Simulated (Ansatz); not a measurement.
**Point defect C_In in zinc-blende InAs**

These are PBE, PAW (plane waves to 420 eV; Ansatz, a first-principles code) values and carry that method's errors. Set-up: 64-site cell; 2×2×2 shifted k-points; start: the In site; no spin–orbit coupling; the functional closes the host's gap; not converged in cell size.

Neighbours after relaxation, in Å: of the C atom: As 2.15, As 2.15, As 2.15, As 2.15.

| charge | moment (μB) | largest move off a lattice site (Å) |
|---|---|---|
| 0† | fractional | 0.53 |

† Not settled in this cell, so no level is given: charge 0: fractional moment.
